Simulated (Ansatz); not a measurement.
System: CsCl-type CoGa. Method: PBE0 in Ansatz (PAW).

Input file:

Ansatz 0.2 input:
```yaml
crystal:
  lattice:
    - [2.8367132505, 0.0, 0.0]
    - [0.0, 2.8367132505, 0.0]
    - [0.0, 0.0, 2.8367132505]
  atoms:
    - { symbol: Ga, position: [0.5, 0.5, 0.5] }
    - { symbol: Co, position: [0.0, 0.0, 0.0] }
basis:
  ecutwfc: 460
  ecutrho_ratio: 4
  xc_grid: 2
kpoints:
  mp_grid: { grid: [10, 10, 10] }
hamiltonian:
  xc: pbe0
  dispersion: none
  pseudopotentials: { kind: paw }
scf:
  occupations: { method: fermi_dirac, width: 0.05 }
  convergence: { dr2_threshold: 0.0000000002 }
output:
  forces: true
  stress: true
  eigenvalues: true
```

The run printed, among other lines:

```
WARN output.stress: scf.exx.energy_threshold = 1e-6 eV is looser than the 2e-8 eV advised for a stress under a hybrid functional (1e-8 eV for each atom of the …
Crystal: 2 atoms, lattice volume = 22.827 Å³
Basis set: ecut = 460 eV, 485 PW (Γ), exchange–correlation on 40×40×40 points (8 copies of the dense FFT grid, shifted against one another)
Bands: 19, of which v1, the nominal top of the filled ones, is band 15 counted from 1 (14 counted from 0)
Symmetry: 48 space group operations
Space group: Pm-3m (ITA 221), of the structure as read, at distance tolerance 2.8e-5 Å
k-points: 56 of 1000
Functional: x = pbe(κ = 0.804, μ = 0.2195149727645171), c = pbe(β = 0.06672455060314922), warm-up for x = 0.75 pbe(κ = 0.804, μ = 0.2195149727645171) + 0.25 exact, c = pbe(β = 0.06672455060314922)
SCF iter   1: F=—  HF=-8909.661383 eV  |F-HF|=—  |Δ(HF+E_count)|=         —  Δρ=6.58e-3  dr2=5.44e-3
SCF iter   2: F=—  HF=-8909.660881 eV  |F-HF|=—  |Δ(HF+E_count)|=   5.02e-4  Δρ=3.13e-3  dr2=1.40e-3
  ...
SCF 1 converged in 9 iterations: F = -8909.660780 eV  dr2 = 9.21e-11
Crystal: 2 atoms, lattice volume = 22.827 Å³
Initial density: handed on by an earlier stage of this run
Functional: x = 0.75 pbe(κ = 0.804, μ = 0.2195149727645171) + 0.25 exact, c = pbe(β = 0.06672455060314922)
SCF 2 converged in 10 iterations: F = -8907.801831 eV  dr2 = 1.35e-11
Crystal: 2 atoms, lattice volume = 22.827 Å³
SCF 3 converged in 10 iterations: F = -8907.846821 eV  dr2 = 7.89e-11
Crystal: 2 atoms, lattice volume = 22.827 Å³
SCF 4 converged in 9 iterations: F = -8907.852179 eV  dr2 = 5.36e-11
Crystal: 2 atoms, lattice volume = 22.827 Å³
SCF 5 converged in 7 iterations: F = -8907.853418 eV  dr2 = 1.92e-11
Crystal: 2 atoms, lattice volume = 22.827 Å³
Crystal: 2 atoms, lattice volume = 22.827 Å³
Crystal: 2 atoms, lattice volume = 22.827 Å³
SCF iter   4: F=—  HF=-8907.854659 eV  |F-HF|=—  |Δ(HF+E_count)|=  2.78e-10  Δρ=1.60e-6  dr2=3.75e-10
SCF iter   5: F=-8907.854659 eV  HF=-8907.854659 eV  |F-HF|=2.73e-11  |Δ(HF+E_count)|=  9.09e-12  Δρ=4.52e-7  dr2=2.75e-11
SCF 8 converged in 5 iterations: F = -8907.854659 eV  dr2 = 2.75e-11
Free energy (F): -8907.854659 eV
Internal energy: -8907.853719 eV  (E = F + TS)
E sigma→0 (E₀):  -8907.854189 eV
Fermi energy:    17.851220 eV
--- Forces (eV/Å), atoms counted from 1 ---
  atom   1  Ga     0.00000000     0.00000000    -0.00000000
  atom   2  Co    -0.00000000    -0.00000000     0.00000000
--- Stress (GPa, compression-positive) ---
       -0.019840      -0.000000       0.000000
        0.000000      -0.019840       0.000000
        0.000000       0.000000      -0.019840
  P = ⅓ Tr σ = -0.0198 GPa (-0.198 kbar)
```

The PAW data were made under PBE.

Note: the run has no spin polarisation, so it can have missed a magnetic state. Note: the run warned that the count of filled bands differs between k points.

Ansatz is a program for electronic structure.
